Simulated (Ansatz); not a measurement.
Smallest direct gap on the k points sampled of BeSe (model structure, started from the BeO type, P4₂/mnm, No. 136, 8 atoms in the cell) at several levels of theory

No measured value is used here.

| level (code) | value (eV) | cell (Å³/atom) |
|---|---|---|
| LDA (Ansatz) | … | 17.19 |
| PBEsol+SOC (Ansatz) | 3.15 | 17.68 |
| HSE06 (Ansatz) | 4.27 | 17.68 |

### Question
Some entries are withheld; supply them.

### Answer

- LDA (Ansatz, a quantum-chemistry and plane-wave program), value (eV): 3.29

At these levels the smallest gap is indirect and lower: LDA 2.63, PBEsol+SOC 2.61, HSE06 3.69 eV. Computed values are for a static lattice. Levels without +SOC have no spin–orbit coupling; where heavier elements are present it shifts gaps, mostly down, and can invert bands.  Values are at the PBEsol cell; LDA at the level's own equilibrium cell. Cutoffs and k meshes differ between the levels. Ansatz's density-functional and Hartree–Fock values are scalar-relativistic unless marked +SOC, with PAW data made under PBE.

A model structure was made by putting elements into a prototype or built by hand; it is no filed structure, need not be a known phase, and can be a saddle point held by its symmetry.
